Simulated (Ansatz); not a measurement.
# SiO2: pressure series

The parent structure is SiO$_{2}$ (space group P4_32_12, No. 96; a = 5.030 Å, c = 7.013 Å).

Cell and atoms are relaxed at each pressure.

Level of theory: Ansatz (a program for electronic structure), PBEsol, PAW, cutoff 420 eV, spin-orbit coupling left out.

Candidates:
(a) pressure 1.5 GPa
(b) pressure 0.7 GPa
(c) pressure 10 GPa
(d) pressure −1 GPa
(e) pressure 5 GPa

Before the change:

```
Property   Result
--------  -------
Band gap  5.57 eV
```

### Question
Order them by band gap, highest first.

### Answer
(c) pressure 10 GPa (5.85 eV), (e) pressure 5 GPa (5.79 eV), (a) pressure 1.5 GPa (5.67 eV), (b) pressure 0.7 GPa (5.62 eV), (d) pressure −1 GPa (5.50 eV)

Load acts through the strain it causes; cell and atoms are relaxed under it. Whether these cells are dynamically stable was not tested. Competing high-pressure phases were not computed.
